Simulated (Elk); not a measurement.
# Elk run on CaMg (P4/mmm, 2 atoms in the cell): self-consistent single point

Method of the run: PBEsol, all-electron FP-LAPW, Elk's shipped species files, APW+lo basis with extra local orbitals (Elk 10.2.4).

Input:

```
tasks
  0

xctype
  22

tforce
  .true.

rgkmax
  7.5

gmaxvr
  18.0

lmaxapw
  10

lmaxo
  8

nxlo
  2

lorbcnd
  .true.

lradstp
  2

nrmtscf
  2.0

lmaxi
  4

stype
  0

swidth
  0.00499791

maxscl
  100

avec
    7.6106263025    0.0000000000    0.0000000000
    0.0000000000    7.6106263025    0.0000000000
    0.0000000000    0.0000000000    7.2974041974

sppath
  './'

atoms
  2
  'Ca.in'
  1
  0.0000000000  0.0000000000  0.5000000000    0.0 0.0 0.0
  'Mg.in'
  1
  0.5000000000  0.5000000000  0.0000000000    0.0 0.0 0.0

ngridk
  6 6 6
```

The program printed (abridged):

```
│ Elk code version 10.2.4 │

All units are atomic (Hartree, Bohr, etc.)

│ Ground-state run starting from atomic densities │

Lattice vectors :
   7.610626303       0.000000000       0.000000000
   0.000000000       7.610626303       0.000000000
   0.000000000       0.000000000       7.297404197

Unit cell volume      :    422.6775657
Brillouin zone volume :   0.5868544573

Muffin-tin inner radius fraction :   0.1000000000E-01

Nuclei treated as point charges

Species :    1 (Ca)
 parameters loaded from : Ca.in
 name : calcium
 nuclear charge    :   -20.00000000
 electronic charge :    20.00000000
 atomic mass :    73057.72469
 muffin-tin radius :    2.400000000
 number of radial points in muffin-tin :    999
 atomic positions (lattice), magnetic fields (Cartesian) :
   1 :   0.00000000  0.00000000  0.00000000    0.00000000  0.00000000  0.00000000

Species :    2 (Mg)
 parameters loaded from : Mg.in
 name : magnesium
 nuclear charge    :   -12.00000000
 electronic charge :    12.00000000
 atomic mass :    44305.30462
 muffin-tin radius :    2.200000000
 number of radial points in muffin-tin :    799
 atomic positions (lattice), magnetic fields (Cartesian) :
   1 :   0.50000000  0.50000000  0.50000000    0.00000000  0.00000000  0.00000000

Total number of atoms per unit cell :    2

Spin treatment :
 spin-unpolarised

Number of Bravais lattice symmetries :   16
Number of crystal symmetries         :   16
Crystal has inversion symmetry
Real symmetric eigensolver will be used

k-point grid :      6     6     6
k-point offset :    0.000000000       0.000000000       0.000000000
k-point set is reduced with full crystal symmetry group
Total number of k-points :       40

Muffin-tin radius times maximum |G+k| :    7.500000000
 using average radius
Maximum |G+k| for APW functions       :    3.260869565
Maximum (1/2)|G+k|²                   :    5.316635161
Maximum |G| for potential and density :    18.00000000
 potential will be trimmed for |G| > 2 gkmax
Constant for pseudocharge density :   11
Radial integration step length :    2

G-vector grid sizes :     45    45    42
Number of G-vectors :    41585

Maximum angular momentum used for
 APW functions                      :   10
 outer part of muffin-tin           :    8
 inner part of muffin-tin           :    4

Total nuclear charge    :   -32.00000000
Total core charge       :    12.00000000
Total valence charge    :    20.00000000
Total excess charge     :    0.000000000
Total electronic charge :    32.00000000

Effective Wigner radius, rₛ :    1.466414918

Number of empty states         :    8
Total number of valence states :   18
Total number of core states    :   12

Conduction state local-orbitals added automatically
Total number of local-orbitals :  202

Exchange-correlation functional :     22     0     0
 PBEsol, Phys. Rev. Lett. 100, 136406 (2008)
 gradient requirement :    1
 generalised gradient approximation (GGA)

Smearing type :    0
 Gaussian
Smearing width :   0.4997910000E-02
Effective electronic temperature (K) :    1578.215154

Mixing type :    3
 Broyden mixing, J. Phys. A: Math. Gen. 17, L317 (1984)

Kohn-Sham potential initialised from atomic data

│ Self-consistent loop started │
│ Loop number : 1 │
 total energy                :     -881.007110098
│ Loop number : 2 │
 total energy                :     -880.987845492
RMS change in Kohn-Sham potential (target) :   0.4347313140     (  0.1000000000E-05)
Absolute change in total energy (target)   :   0.1926460630E-01 (  0.1000000000E-03)
│ Loop number : 3 │
 total energy                :     -880.284125269
RMS change in Kohn-Sham potential (target) :   0.2421439960     (  0.1000000000E-05)
Absolute change in total energy (target)   :   0.7085363747     (  0.1000000000E-03)
│ Loop number : 4 │
 total energy                :     -879.778374695
RMS change in Kohn-Sham potential (target) :   0.9121555357E-01 (  0.1000000000E-05)
Absolute change in total energy (target)   :   0.6828846678     (  0.1000000000E-03)
│ Loop number : 5 │
 total energy                :     -879.558947051
RMS change in Kohn-Sham potential (target) :   0.2536924607E-01 (  0.1000000000E-05)
Absolute change in total energy (target)   :   0.3901488109     (  0.1000000000E-03)
│ Loop number : 6 │
 total energy                :     -879.490904634
RMS change in Kohn-Sham potential (target) :   0.5520825911E-02 (  0.1000000000E-05)
Absolute change in total energy (target)   :   0.1655796198     (  0.1000000000E-03)
│ Loop number : 7 │
 total energy                :     -879.471326772
RMS change in Kohn-Sham potential (target) :   0.5781151131E-03 (  0.1000000000E-05)
Absolute change in total energy (target)   :   0.6097276617E-01 (  0.1000000000E-03)
│ Loop number : 8 │
 total energy                :     -879.470634195
RMS change in Kohn-Sham potential (target) :   0.2425636805E-03 (  0.1000000000E-05)
Absolute change in total energy (target)   :   0.1593576919E-01 (  0.1000000000E-03)
│ Loop number : 9 │
 total energy                :     -879.470357744
RMS change in Kohn-Sham potential (target) :   0.1213814293E-04 (  0.1000000000E-05)
Absolute change in total energy (target)   :   0.4260393229E-02 (  0.1000000000E-03)
│ Loop number : 10 │
 total energy                :     -879.470455310
RMS change in Kohn-Sham potential (target) :   0.5828071326E-05 (  0.1000000000E-05)
Absolute change in total energy (target)   :   0.9675323064E-03 (  0.1000000000E-03)
│ Loop number : 11 │
 total energy                :     -879.470547618
RMS change in Kohn-Sham potential (target) :   0.7421956551E-06 (  0.1000000000E-05)
Absolute change in total energy (target)   :   0.1495752283E-03 (  0.1000000000E-03)
│ Loop number : 12 │
 total energy                :     -879.470544371
RMS change in Kohn-Sham potential (target) :   0.3373643982E-06 (  0.1000000000E-05)
Absolute change in total energy (target)   :   0.4064043605E-04 (  0.1000000000E-03)
Convergence targets achieved

│ Loop number : 13 │

Energies :
 Fermi                       :     0.122300405170
 sum of eigenvalues          :     -503.197857770
 electron kinetic            :      884.711317442
 core electron kinetic       :      774.543848149
 Coulomb                     :     -1712.91482387
 Coulomb potential           :     -1320.97070333
 nuclear-nuclear             :     -113.771744630
 electron-nuclear            :     -1877.31545515
 Hartree                     :      278.172375909
 Madelung                    :     -1052.42947221
 xc potential                :     -66.9384718765
 exchange                    :     -49.8112259301
 correlation                 :     -1.45580925908
 total energy                :     -879.470541622

Density of states at Fermi energy :    52.60312313
 (states/Hartree/unit cell)

Estimated indirect band gap :   0.3984697543E-02
 from k-point     18 to k-point     23
Estimated direct band gap   :   0.6600102170E-02
 at k-point     26

Charges :
 core                        :    12.00000000
 valence                     :    20.00000000
 interstitial                :    3.414509976
 muffin-tins (core leakage)
  species :    1 (Ca)
   atom    1                 :    18.12933383     (  0.1973622155E-07)
  species :    2 (Mg)
   atom    1                 :    10.45615619     ( -0.1332267630E-14)
 total in muffin-tins        :    28.58549002
 total calculated charge     :    31.99992943
 total charge                :    32.00000000
 error                       :   0.7057258270E-04

│ Self-consistent loop stopped │

Forces :
 species :    1 (Ca)
  atom :    1
   Hellmann-Feynman          :     0.00000000    0.00000000    0.00000000
   IBS                       :    -0.00000000    0.00000000    0.00000000
   total force               :     0.00000000    0.00000000    0.00000000
   total magnitude           :     0.00000000
 species :    2 (Mg)
  atom :    1
   Hellmann-Feynman          :     0.00000000    0.00000000    0.00000000
   IBS                       :    -0.00000000    0.00000000    0.00000000
   total force               :     0.00000000    0.00000000    0.00000000
   total magnitude           :     0.00000000
```

The run converged in 13 iterations. The count includes the last loop, which Elk runs after its targets are met.

The starting cell comes from a database of computed structures (which also holds hypothetical and non-ambient phases and stackings), without a prior relaxation at this level. Values depend on the basis (sphere radii, cutoffs, local orbitals), which need not be converged. The log's line on a gap gives a spacing of levels on this mesh, which the program prints for metals too.

Cost on one core of a shared machine: roughly 60 s.
